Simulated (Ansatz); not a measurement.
Results of PBE (Ansatz, a program for electronic structure, PAW) for AlB2-type TiB2.

Input:

Ansatz 0.2 input:
```yaml
crystal:
  lattice:
    - [1.5359747368, -2.6603862832, 0.0]
    - [1.5359747368, 2.6603862832, 0.0]
    - [0.0, 0.0, 3.2663468525]
  atoms:
    - { symbol: Ti, position: [0.0, 0.0, 0.0] }
    - { symbol: B, position: [0.3333333333, 0.6666666667, 0.5] }
    - { symbol: B, position: [0.6666666667, 0.3333333333, 0.5] }
basis:
  ecutwfc: 520
  ecutrho_ratio: 4
  xc_grid: 2
kpoints:
  mp_grid: { grid: [24, 24, 18] }
hamiltonian:
  xc: pbe
  dispersion: none
  pseudopotentials: { kind: paw }
scf:
  occupations: { method: fermi_dirac, width: 0.05 }
output:
  forces: true
  stress: true
  eigenvalues: true
relax:
  f_tol: 0.004
  escape_saddle: false
  max_steps: 80
  cell: { stress_tol: 0.02, fix: [volume] }
```

Output (set-up and result lines):

```
Relaxation: its limit of steps is 80 (relax.max_steps)
Crystal: 3 atoms, lattice volume = 26.694 Å³
Basis set: ecut = 520 eV, 721 PW (Γ), exchange–correlation on 48×48×50 points (8 copies of the dense FFT grid, shifted against one another)
Bands: 13, of which v1, the nominal top of the filled ones, is band 9 counted from 1 (8 counted from 0)
Symmetry: 24 space group operations
Space group: P6/mmm (ITA 191), of the structure as read, at distance tolerance 3.0e-5 Å
k-points: 610 of 10368
Functional: x = pbe(κ = 0.804, μ = 0.2195149727645171), c = pbe(β = 0.06672455060314922)
SCF iter   1: F=—  HF=-2814.669416 eV  |F-HF|=—  |Δ(HF+E_count)|=         —  Δρ=3.02e-3  dr2=1.90e-3
SCF iter   2: F=—  HF=-2814.668923 eV  |F-HF|=—  |Δ(HF+E_count)|=   4.93e-4  Δρ=1.64e-3  dr2=6.22e-4
  ...
SCF 1 converged in 6 iterations: F = -2814.668790 eV  dr2 = 9.02e-11
Crystal: 3 atoms, lattice volume = 26.694 Å³
Initial density: handed on by an earlier stage of this run
SCF 2 converged in 6 iterations: F = -2814.669402 eV  dr2 = 8.81e-13
Crystal: 3 atoms, lattice volume = 26.694 Å³
SCF 3 converged in 6 iterations: F = -2814.669409 eV  dr2 = 9.42e-15
Crystal: 3 atoms, lattice volume = 26.694 Å³
SCF iter   7: F=-2814.669410 eV  HF=-2814.669410 eV  |F-HF|=0.00e0  |Δ(HF+E_count)|=    0.00e0  Δρ=5.85e-10  dr2=2.11e-17
SCF iter   8: F=-2814.669410 eV  HF=-2814.669410 eV  |F-HF|=0.00e0  |Δ(HF+E_count)|=    0.00e0  Δρ=9.62e-11  dr2=2.69e-18
SCF 4 converged in 8 iterations: F = -2814.669410 eV  dr2 = 2.69e-18
SCF converged after 8 iterations
Free energy (F): -2814.669410 eV
Internal energy: -2814.666106 eV  (E = F + TS)
E sigma→0 (E₀):  -2814.667758 eV
Fermi energy:    14.575773 eV
--- Forces (eV/Å), atoms counted from 1 ---
  atom   1  Ti     0.00000000    -0.00000000     0.00000000
  atom   2  B      0.00000000    -0.00000000     0.00000000
  atom   3  B     -0.00000000     0.00000000     0.00000000
--- Stress (GPa, compression-positive) ---
       -9.081546      -0.000000       0.000000
       -0.000000      -9.081546       0.000000
        0.000000       0.000000      -9.080338
  P = ⅓ Tr σ = -9.0811 GPa (-90.811 kbar)
```

The cell is one volume of an energy–volume scan, off the minimum.
